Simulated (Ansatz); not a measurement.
```yaml
crystal:
  lattice:
    - [0.00000, 3.42149, 3.42149]
    - [3.42149, 0.00000, 3.42149]
    - [3.42149, 3.42149, 0.00000]
  atoms:
    - { symbol: Rb, position: [0.00000, 0.00000, 0.00000] }
    - { symbol: Br, position: [0.50000, 0.50000, 0.50000] }
```

All values below come from r2SCAN, rigid bands (plane waves, PAW, scalar-relativistic; Ansatz, an electronic-structure program). Condition of this run: functional r2SCAN on the same cell. How the cell was made: cell and atoms relaxed with PBEsol.

**Question.** What conductivity effective mass do dilute electrons have at 300 K?

**Answer.** 0.39 mₑ.

**Question.** And the band gap?

**Answer.** 4.98 eV at this level; semilocal functionals usually fall short of the measured gap.

Rigid bands, one relaxation time for all states, no polarons. Spin-orbit coupling is left out; where it splits the top of the valence band it changes the hole mass and lowers the gap by about a third of the splitting. Geometry: cell and atoms relaxed with PBEsol.

Formula and space group known from diffraction (Crystallography Open Database), not checked to be the room-temperature form: RbBr (Fm-3m).
